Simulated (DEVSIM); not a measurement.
Structure: illuminated Si n-on-p cell, one wavelength, with a back-surface field, at 300 K.

Layer 1 from the left is Si, thickness (μm) 0.140, Nd (cm⁻³) 5.5e18, τn (s) 1.5e-6, τp (s) 3.8e-5, absorption coefficient (cm⁻¹) 11000. Layer 2 from the left is Si, thickness (μm) 21.0, Na (cm⁻³) 2.7e17, τn (s) 4.5e-5, τp (s) 4.5e-5, absorption coefficient (cm⁻¹) 11000. Layer 3 from the left is Si, thickness (μm) 1.50, Na (cm⁻³) 3.9e18, τn (s) 4.5e-5, τp (s) 4.5e-5, absorption coefficient (cm⁻¹) 11000.

Left contact: ohmic, minority hole recombination velocity 6000 cm/s. Right contact: ohmic, minority electron recombination velocity 1000 cm/s. Voltage is applied to the left contact. Recombination: SRH at mid-gap, radiative, Auger. Gap narrowing is on: ΔEg = 6.92 meV × (l + √(l² + 0.5)), l = ln(N/1.3e17 cm⁻³), shared equally by both band edges. Light enters at the left, 1.9e18 photons cm⁻² s⁻¹, one pass, no reflection. Mobility is μmin + (μ − μmin)/(1 + (N/Nref)^α).

Constants are typed, rounded textbook-type inputs, not results; the design itself was drawn at random and stands for no fabricated device. Values at 300 K.

Si: gap (eV) 1.124, affinity (eV) 4.05, permittivity 11.7, Nc (cm⁻³) 2.86e19, Nv (cm⁻³) 3.1e19, μn (cm²/Vs) 1417, μp (cm²/Vs) 470, μn,min 52, μp,min 45, Nref,n 9.7e16, Nref,p 2.2e17, αn 0.68, αp 0.72, B (cm³/s) 4.7e-15, Cn (cm⁶/s) 2.8e-31, Cp (cm⁶/s) 9.9e-32.

DEVSIM, 1D drift-diffusion, Boltzmann statistics, complete ionisation; no tunnelling, impact ionisation, image-force lowering or self-heating.

Dark forward current:

```tsv
|V| (V)	|J| (A/cm²)
0.25	4.648e-9
0.30	2.545e-8
0.35	1.575e-7
0.40	1.039e-6
0.45	7.042e-6
0.50	4.832e-5
0.55	0.0003331
0.60	0.002301
0.65	0.01591
0.70	0.1100
0.75	0.7579
0.80	5.128
0.85	32.18
0.90	174.7
0.95	803.1
1.00	2860
```

Problem. Work out the local ideality factor n = ΔV / (kT/q · ln(J2/J1)) between the rows 0.25 and 0.30 V, 0.60 and 0.65 V, 0.95 and 1.00 V.

Solution. kT/q = 25.85 mV. From 0.25 to 0.30 V: ln(2.545e-8/4.648e-9) = 1.700, n = 1.14. From 0.60 to 0.65 V: ln(0.01591/0.002301) = 1.934, n = 1.00, near the 1 of diffusion or emission over a barrier. From 0.95 to 1.00 V: ln(2860/803.1) = 1.270, n = 1.52.

Problem. What current could the absorbed light give at most, and what share is collected?

Solution. Σ αd = 24.9, so qΦ(1 − exp(−Σ αd)) = 304 mA/cm². The simulated short-circuit current is 302.9 mA/cm², a share of 1.00.

Problem. Estimate the open-circuit voltage by superposition: the voltage at which the dark current equals that short-circuit current.

Solution. Interpolating ln J in the table gives 0.726 V. The simulation gives 0.726 V, the same within the digits that matter. Superposition holds where collection doesn't change with voltage.

Problem. Estimate the fill factor from FF0 = (v − ln(v + 0.72))/(v + 1), v = qVoc/(nkT), with n from the dark curve.

Solution. The rows about Voc, 0.70 and 0.75 V, give n = 1.00, so v = 28.0 and FF0 = 0.850. The simulation gives 0.850, the same within the digits that matter.
